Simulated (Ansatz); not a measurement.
BaScO2F (P4/mmm, No. 123, 5 atoms in the cell; start mp-1227813) was calculated with LDA in Ansatz (plane waves, PAW).

The run printed, among other lines:

```
Crystal: 5 atoms, lattice volume = 68.494 Å³
Basis set: ecut = 520 eV, 1847 PW (Γ), exchange–correlation on 64×64×64 points (8 copies of the dense FFT grid, shifted against one another)
Bands: 25, of which v1, the nominal top of the filled ones, is band 20 counted from 1 (19 counted from 0)
Symmetry: 16 space group operations
Space group: P4/mmm (ITA 123), of the structure as read, at distance tolerance 4.1e-5 Å
k-points: 75 of 512
Functional: x = slater, c = lda
SCF iter   1: F=—  HF=-9782.806237 eV  |F-HF|=—  |Δ(HF+E_count)|=         —  Δρ=1.61e-2  dr2=1.49e-1
SCF iter   2: F=—  HF=-9782.771829 eV  |F-HF|=—  |Δ(HF+E_count)|=   3.44e-2  Δρ=6.12e-3  dr2=1.29e-2
  ...
SCF iter   8: F=—  HF=-9782.767952 eV  |F-HF|=—  |Δ(HF+E_count)|=  6.38e-10  Δρ=1.18e-6  dr2=5.75e-10
SCF iter   9: F=-9782.767952 eV  HF=-9782.767952 eV  |F-HF|=7.28e-12  |Δ(HF+E_count)|=  3.64e-11  Δρ=1.38e-7  dr2=1.24e-11
SCF 1 converged in 9 iterations: F = -9782.767952 eV  dr2 = 1.24e-11
SCF converged after 9 iterations
Free energy (F): -9782.767952 eV
Internal energy: -9782.767952 eV  (E = F + TS)
E sigma→0 (E₀):  -9782.767952 eV
Fermi energy:    11.390636 eV
--- Forces (eV/Å), atoms counted from 1 ---
  atom   1  Ba     0.00000000     0.00000000     0.00000000
  atom   2  Sc     0.00000000     0.00000000     0.00000000
  atom   3  O      0.00000000     0.00000000     0.00000000
  atom   4  O      0.00000000    -0.00000000     0.00000000
  atom   5  F     -0.00000000     0.00000000     0.00000000
--- Stress (GPa, compression-positive) ---
        0.002759       0.000000       0.000000
        0.000000       0.002759       0.000000
        0.000000       0.000000       0.002701
  P = ⅓ Tr σ = 0.0027 GPa (0.027 kbar)
```

Question: Write an input file that could have produced this run (the log leaves some choices open).

Answer: This is not unique; one that fits is 
Ansatz 0.2 input:
```yaml
crystal:
  lattice:
    - [4.0984816948, 0.0, 0.0]
    - [0.0, 4.0984816948, 0.0]
    - [0.0, 0.0, 4.077611488]
  atoms:
    - { symbol: Ba, position: [0.5, 0.5, 0.5] }
    - { symbol: Sc, position: [0.0, 0.0, 0.0] }
    - { symbol: O, position: [0.5, 0.0, 0.0] }
    - { symbol: O, position: [0.0, 0.5, 0.0] }
    - { symbol: F, position: [0.0, 0.0, 0.5] }
basis:
  ecutwfc: 520
  ecutrho_ratio: 4
  xc_grid: 2
kpoints:
  mp_grid: { grid: [8, 8, 8] }
  band_path:
    path:
      - [0.0, 0.0, 0.0]
      - [0.0, 0.071429, 0.0]
      - [0.0, 0.142857, 0.0]
      - [0.0, 0.214286, 0.0]
      - [0.0, 0.285714, 0.0]
      - [0.0, 0.357143, 0.0]
      - [0.0, 0.428571, 0.0]
      - [0.0, 0.5, 0.0]
      - [0.071429, 0.5, 0.0]
      - [0.142857, 0.5, 0.0]
      - [0.214286, 0.5, 0.0]
      - [0.285714, 0.5, 0.0]
      - [0.357143, 0.5, 0.0]
      - [0.428571, 0.5, 0.0]
      - [0.5, 0.5, 0.0]
      - [0.454545, 0.454545, 0.0]
      - [0.409091, 0.409091, 0.0]
      - [0.363636, 0.363636, 0.0]
      - [0.318182, 0.318182, 0.0]
      - [0.272727, 0.272727, 0.0]
      - [0.227273, 0.227273, 0.0]
      - [0.181818, 0.181818, 0.0]
      - [0.136364, 0.136364, 0.0]
      - [0.090909, 0.090909, 0.0]
      - [0.045455, 0.045455, 0.0]
      - [0.0, 0.0, 0.071429]
      - [0.0, 0.0, 0.142857]
      - [0.0, 0.0, 0.214286]
      - [0.0, 0.0, 0.285714]
      - [0.0, 0.0, 0.357143]
      - [0.0, 0.0, 0.428571]
      - [0.0, 0.0, 0.5]
      - [0.0, 0.071429, 0.5]
      - [0.0, 0.142857, 0.5]
      - [0.0, 0.214286, 0.5]
      - [0.0, 0.285714, 0.5]
      - [0.0, 0.357143, 0.5]
      - [0.0, 0.428571, 0.5]
      - [0.0, 0.5, 0.5]
      - [0.071429, 0.5, 0.5]
      - [0.142857, 0.5, 0.5]
      - [0.214286, 0.5, 0.5]
      - [0.285714, 0.5, 0.5]
      - [0.357143, 0.5, 0.5]
      - [0.428571, 0.5, 0.5]
      - [0.5, 0.5, 0.5]
      - [0.454545, 0.454545, 0.5]
      - [0.409091, 0.409091, 0.5]
      - [0.363636, 0.363636, 0.5]
      - [0.318182, 0.318182, 0.5]
      - [0.272727, 0.272727, 0.5]
      - [0.227273, 0.227273, 0.5]
      - [0.181818, 0.181818, 0.5]
      - [0.136364, 0.136364, 0.5]
      - [0.090909, 0.090909, 0.5]
      - [0.045455, 0.045455, 0.5]
      - [0.0, 0.5, 0.071429]
      - [0.0, 0.5, 0.142857]
      - [0.0, 0.5, 0.214286]
      - [0.0, 0.5, 0.285714]
      - [0.0, 0.5, 0.357143]
      - [0.0, 0.5, 0.428571]
      - [0.5, 0.5, 0.071429]
      - [0.5, 0.5, 0.142857]
      - [0.5, 0.5, 0.214286]
      - [0.5, 0.5, 0.285714]
      - [0.5, 0.5, 0.357143]
      - [0.5, 0.5, 0.428571]
    npoints: 1
hamiltonian:
  xc: lda
  dispersion: none
  pseudopotentials: { kind: paw }
scf:
  occupations: { method: fermi_dirac, width: 0.01 }
  convergence: { dr2_threshold: 0.0000000005 }
output:
  forces: true
  stress: true
  eigenvalues: true
  write_bands: true
```

The PAW data were made under PBE.

Computing time: roughly 15 core-seconds.

A start named mp-… is a Materials Project structure, which need not be a measured phase.

Ansatz is a program for electronic structure.
